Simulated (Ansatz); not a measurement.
# Cu: stress against strain

Cu (fcc, Fm-3m, 11.440 Å³/atom at rest, cube axes along x, y and z) under a strain ε along a cube axis (axis z), the other axes held. r2SCAN in Ansatz, a plane-wave DFT program (PAW, default set), 500 eV, 32×32×32 Γ-centred mesh, Fermi-Dirac smearing 0.10 eV; ions are relaxed within the symmetry of each cell. Stress is positive for a compressed cell.

Here s stands for strain and y for stress zz.

| strain (%) | stress zz (GPa) |
|---|---|
| -3.00 | ? |
| -1.50 | 3.14 |
| -1.00 | 2.07 |
| -0.50 | 1.02 |
| 0.00 | -0.01 |
| 0.50 | -1.00 |
| 1.00 | -1.98 |
| 1.50 | -2.93 |

The 7 complete rows are fitted with a straight line, y against s. Means: s 0, y 0.044. About the means, the sum of products is -14.165 and the sum of squares of s is 7.0000; the slope is their ratio. Least squares gives y = 0.044 - 2.0236·s. Residuals (row less fit): 0.061, 0.002, -0.036, -0.054, -0.032, 0.000, 0.061; standard error 0.050 (degrees of freedom: 5). The slope gives the elastic constant C11 = 202 ± 1.9 GPa.

**Question.** What does the fit predict for y at s = -3.00, and how far is the calculated value from it?

**Answer.** y = 0.044 - 2.0236 × (-3.0) = 6.115 GPa. The calculation gives 6.52 GPa, 0.405 GPa above the prediction (4.3 % of the range of y in the table). The row lies outside the fitted rows, so this is an extrapolation. From the scatter of the fitted rows alone, a prediction at this place has a standard error of 0.078 GPa, so the miss is 5.2 times that.

One order more, fitted to all 13 runs of the series, follows each within 0.01, so the miss is the next term of a smooth law. In a metal these values are sensitive to mesh and smearing; energies are taken to zero smearing, stresses follow the free energy. Rows are the converged runs of the series near zero and its far end; series whose fitted rows scatter by over a few per cent of the range, as at a crossing or softening among them, aren't shown in this form. Most that stay on the fit to the last digits aren't either.
